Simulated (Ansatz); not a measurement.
The parent structure is BeS (space group P4/nmm, No. 129; a = 3.4521 Å, c = 5.6208 Å; a hypothetical phase, not in the database extracts checked; layered, stacked along the Cartesian z axis).

The change: the cell is scaled by 0.9936 in all directions; the atoms relax in the strained cell.

Levels (all Ansatz, a quantum-chemistry and plane-wave program, PAW): PBEsol (420 eV, spin-orbit coupling left out); r2SCAN (500 eV, no SOC); HSE06 (420 eV, spin-orbit coupling left out).

One geometry, relaxed with PBEsol, under each level:

```csv
level,band gap,lowest conduction level above the VBM at special points,pressure
PBEsol,3.34 eV,Γ 3.34 eV; Z 3.59 eV; M 3.97 eV; A 5.10 eV,0.68 GPa
r2SCAN,[?],[?],[?]
HSE06,4.44 eV,Γ 4.44 eV; Z 4.72 eV; M 5.05 eV,–
```

Give the withheld r2SCAN results.


- r2SCAN, band gap: 4.02 eV
- r2SCAN, lowest conduction level above the VBM at special points: Γ 4.02 eV; Z 4.29 eV; M 4.52 eV; A 5.67 eV
- r2SCAN, pressure: 1.63 GPa

Single points use the geometry relaxed with PBEsol. Their cutoffs differ, which shifts pressures a little. Stability against distortions was not tested. The base started in Pnma and relaxed to P4/nmm at this level. No dispersion term is included in the PBEsol runs.
